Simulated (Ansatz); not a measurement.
# rock-salt TaN (1 1 0) on monoclinic HfO2 (0 1 0), 2 Mg on Ta sites at each interface (film strained to the substrate, started from cuts of the bulks and a machine-learned relaxation; slabs Hf24O44 and N24Ta20Mg4, which can lie off the formulas)

A periodic stack without vacuum, rock-salt TaN (1 1 0) on monoclinic HfO2 (0 1 0), 2 Mg on Ta sites at each interface (film strained to the substrate, started from cuts of the bulks and a machine-learned relaxation; slabs Hf24O44 and N24Ta20Mg4, which can lie off the formulas): substrate slab Hf24O44, film N24Ta20Mg4, surface cells [[0, -1], [2, -1]] and [[1, 1], [0, 4]], film strained by -1.1 and -0.2 %, outermost planes O/O and NTa/NTa as cut, which need not be the usual terminations and can put a slab off its formula.

The start was prepared with a machine-learned potential, and the result is one local minimum, with the in-plane cell held and forces under 0.04 eV/Å; the film can end far from its bulk form.

These are PBE (plane waves to 420 eV, PAW; Ansatz, an electronic-structure program) values and carry that method's errors. No spin–orbit coupling; the runs are not spin-polarised; PBE gaps are too small against experiment. Its k-point mesh 6×3×1, Fermi–Dirac width 0.05 eV.

- interface area: 54.5 Å²
- period: 25.14 Å
- heights between the nearest atoms of the two slabs at the two interfaces: 1.00 and 1.10 Å
- Hf–Ta contacts across the interfaces within 1.22 times the sum of covalent radii: 19, mean 3.38 Å
- Hf–Mg contacts across the interfaces within 1.22 times the sum of covalent radii: 12, mean 3.20 Å
- Hf–N contacts across the interfaces within 1.22 times the sum of covalent radii: 10, mean 2.29 Å
- O–Ta contacts across the interfaces within 1.22 times the sum of covalent radii: 4, mean 2.16 Å

```yaml
crystal:
  lattice:
    - [5.35043, -0.00437, 0.14726]
    - [7.08091, 10.16485, 0.54896]
    - [3.03565, 1.35743, 25.29199]
  atoms:
    - { symbol: Hf, position: [0.41660, 0.47032, 0.05659] }
    - { symbol: Hf, position: [0.84444, 0.96267, 0.08116] }
    - { symbol: Hf, position: [0.30268, 0.23129, 0.03988] }
    - { symbol: Hf, position: [0.46686, 0.72694, 0.03295] }
    - { symbol: Hf, position: [0.66707, 0.23009, 0.16664] }
    - { symbol: Hf, position: [0.17910, 0.68036, 0.15869] }
    - { symbol: Hf, position: [0.90447, 0.44490, 0.14645] }
    - { symbol: Hf, position: [0.32612, 0.94105, 0.15589] }
    - { symbol: O, position: [0.52629, 0.57806, 0.09549] }
    - { symbol: O, position: [0.87960, 0.06162, 0.13087] }
    - { symbol: O, position: [0.10811, 0.11303, 0.19475] }
    - { symbol: O, position: [0.60242, 0.60031, 0.19144] }
    - { symbol: O, position: [0.80691, 0.11627, 0.02550] }
    - { symbol: O, position: [0.94237, 0.60295, 0.02498] }
    - { symbol: O, position: [0.11950, 0.54553, 0.12588] }
    - { symbol: O, position: [0.38105, 0.06839, 0.08883] }
    - { symbol: O, position: [0.82652, 0.32619, 0.10506] }
    - { symbol: O, position: [0.29133, 0.82329, 0.10310] }
    - { symbol: O, position: [0.34523, 0.32140, 0.09745] }
    - { symbol: O, position: [0.78368, 0.82458, 0.12332] }
    - { symbol: Hf, position: [0.30458, 0.42240, 0.27133] }
    - { symbol: Hf, position: [0.79368, 0.91781, 0.26932] }
    - { symbol: Hf, position: [0.13029, 0.20021, 0.25397] }
    - { symbol: Hf, position: [0.59466, 0.69651, 0.25228] }
    - { symbol: Hf, position: [0.57194, 0.16838, 0.37304] }
    - { symbol: Hf, position: [0.06690, 0.67593, 0.37546] }
    - { symbol: Hf, position: [0.75651, 0.40377, 0.35726] }
    - { symbol: Hf, position: [0.27163, 0.90002, 0.35666] }
    - { symbol: O, position: [0.30552, 0.51582, 0.33024] }
    - { symbol: O, position: [0.82566, 0.00746, 0.33008] }
    - { symbol: O, position: [0.02056, 0.05975, 0.40291] }
    - { symbol: O, position: [0.52067, 0.56683, 0.40068] }
    - { symbol: O, position: [0.60019, 0.10293, 0.22911] }
    - { symbol: O, position: [0.07440, 0.60614, 0.22777] }
    - { symbol: O, position: [0.82696, 0.51533, 0.29637] }
    - { symbol: O, position: [0.32340, 0.02507, 0.30187] }
    - { symbol: O, position: [0.69165, 0.35631, 0.21116] }
    - { symbol: O, position: [0.15644, 0.83430, 0.20856] }
    - { symbol: O, position: [0.73845, 0.27452, 0.31140] }
    - { symbol: O, position: [0.23190, 0.77383, 0.31252] }
    - { symbol: O, position: [0.23706, 0.27650, 0.31583] }
    - { symbol: O, position: [0.72731, 0.77244, 0.32032] }
    - { symbol: O, position: [0.21087, 0.34306, 0.20653] }
    - { symbol: O, position: [0.59607, 0.85996, 0.22103] }
    - { symbol: Hf, position: [0.19688, 0.37960, 0.47047] }
    - { symbol: Hf, position: [0.74059, 0.85597, 0.48475] }
    - { symbol: Hf, position: [0.07244, 0.13384, 0.46028] }
    - { symbol: Hf, position: [0.50790, 0.66616, 0.46529] }
    - { symbol: Hf, position: [0.52105, 0.09398, 0.55173] }
    - { symbol: Hf, position: [0.00114, 0.59535, 0.59150] }
    - { symbol: Hf, position: [0.66481, 0.35435, 0.54968] }
    - { symbol: Hf, position: [0.14154, 0.82032, 0.59132] }
    - { symbol: O, position: [0.21473, 0.45313, 0.53685] }
    - { symbol: O, position: [0.91360, 0.95041, 0.51848] }
    - { symbol: O, position: [0.63441, 0.94572, 0.61061] }
    - { symbol: O, position: [0.52651, 0.46103, 0.61027] }
    - { symbol: O, position: [0.52333, 0.04819, 0.43318] }
    - { symbol: O, position: [0.98939, 0.56471, 0.43521] }
    - { symbol: O, position: [0.71675, 0.47711, 0.49827] }
    - { symbol: O, position: [0.33704, 0.99872, 0.52298] }
    - { symbol: O, position: [0.56648, 0.30892, 0.41390] }
    - { symbol: O, position: [0.10247, 0.79708, 0.42329] }
    - { symbol: O, position: [0.65162, 0.21883, 0.51123] }
    - { symbol: O, position: [0.13750, 0.70600, 0.53038] }
    - { symbol: O, position: [0.11856, 0.24303, 0.52127] }
    - { symbol: O, position: [0.61905, 0.72744, 0.52998] }
    - { symbol: O, position: [0.08834, 0.29249, 0.41692] }
    - { symbol: O, position: [0.58571, 0.80963, 0.42226] }
    - { symbol: N, position: [0.03734, 0.45206, 0.66019] }
    - { symbol: N, position: [0.04969, 0.69852, 0.65056] }
    - { symbol: N, position: [0.06420, 0.93705, 0.66171] }
    - { symbol: N, position: [0.06986, 0.18645, 0.66820] }
    - { symbol: N, position: [0.53020, 0.18064, 0.72527] }
    - { symbol: N, position: [0.52605, 0.41621, 0.72258] }
    - { symbol: N, position: [0.54170, 0.67958, 0.72281] }
    - { symbol: N, position: [0.55012, 0.91529, 0.72056] }
    - { symbol: N, position: [0.98553, 0.17700, 0.78580] }
    - { symbol: N, position: [0.99562, 0.42785, 0.78354] }
    - { symbol: N, position: [0.00157, 0.66498, 0.79059] }
    - { symbol: N, position: [0.99156, 0.91096, 0.78702] }
    - { symbol: N, position: [0.48895, 0.89214, 0.84737] }
    - { symbol: N, position: [0.49776, 0.13385, 0.84985] }
    - { symbol: N, position: [0.50504, 0.39790, 0.84676] }
    - { symbol: N, position: [0.48789, 0.64731, 0.84405] }
    - { symbol: N, position: [0.95041, 0.88371, 0.91162] }
    - { symbol: N, position: [0.93308, 0.15187, 0.90772] }
    - { symbol: N, position: [0.93143, 0.38270, 0.91208] }
    - { symbol: N, position: [0.95122, 0.64411, 0.91259] }
    - { symbol: N, position: [0.44059, 0.61104, 0.98106] }
    - { symbol: N, position: [0.45813, 0.86683, 0.97394] }
    - { symbol: N, position: [0.40460, 0.13023, 0.96662] }
    - { symbol: N, position: [0.40700, 0.37179, 0.97728] }
    - { symbol: Ta, position: [0.01129, 0.31966, 0.71933] }
    - { symbol: Ta, position: [0.04219, 0.56456, 0.71940] }
    - { symbol: Ta, position: [0.04106, 0.79493, 0.72100] }
    - { symbol: Ta, position: [0.05881, 0.04543, 0.72474] }
    - { symbol: Mg, position: [0.56738, 0.30733, 0.66252] }
    - { symbol: Ta, position: [0.54291, 0.56856, 0.66766] }
    - { symbol: Mg, position: [0.54626, 0.82405, 0.65741] }
    - { symbol: Ta, position: [0.55334, 0.06563, 0.67083] }
    - { symbol: Ta, position: [0.98609, 0.02735, 0.84883] }
    - { symbol: Ta, position: [0.00270, 0.28015, 0.84848] }
    - { symbol: Ta, position: [0.00135, 0.51855, 0.85114] }
    - { symbol: Ta, position: [0.97958, 0.77972, 0.85323] }
    - { symbol: Ta, position: [0.47983, 0.03903, 0.78358] }
    - { symbol: Ta, position: [0.49253, 0.28480, 0.78722] }
    - { symbol: Ta, position: [0.50889, 0.53237, 0.78229] }
    - { symbol: Ta, position: [0.49986, 0.79015, 0.78113] }
    - { symbol: Mg, position: [0.94701, 0.75237, 0.97991] }
    - { symbol: Ta, position: [0.95553, 0.99014, 0.96460] }
    - { symbol: Mg, position: [0.88749, 0.24477, 0.97459] }
    - { symbol: Ta, position: [0.93749, 0.49269, 0.96461] }
    - { symbol: Ta, position: [0.46551, 0.75268, 0.91140] }
    - { symbol: Ta, position: [0.42399, 0.00641, 0.91541] }
    - { symbol: Ta, position: [0.43319, 0.26521, 0.90847] }
    - { symbol: Ta, position: [0.43636, 0.52024, 0.91242] }
```
